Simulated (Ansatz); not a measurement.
Consider BaHfO3 in the cubic perovskite structure (space group Pm-3m, No. 221; a = 4.158 Å).

Level of theory: PBEsol (Ansatz, a program for electronic structure, PAW, without spin-orbit coupling).

Base values:

```
Property                                Value
----------------------------  ---------------
Gap character                 indirect, R → Γ
Gap between the host's bands          3.58 eV
```

Perturbation: 0.359 electrons added to each cell, a density of 5.0×10^21 cm⁻³, with a uniform compensating background at fixed cell and a 300 K Fermi–Dirac width.

### Question
What does the calculation give for the gap character, Fermi level from band edge and gap between the host's bands after the change?

### Answer
The gap character is still indirect, R → Γ; the Fermi level relative to the doped band's edge (positive inside the band; to 0.05 eV) amounts to +0.70 eV; the gap between the host's bands grows by 0.17 eV to 3.75 eV.

Charged cell with a jellium background: band edges are those of the host's band count, energies are not comparable with the neutral cell, and many-body gap narrowing is missing. Spin-orbit coupling, missing from the scalar runs, can matter with Hf. Stability against distortions was not tested. The base started in P4mm and relaxed to Pm-3m at this level.
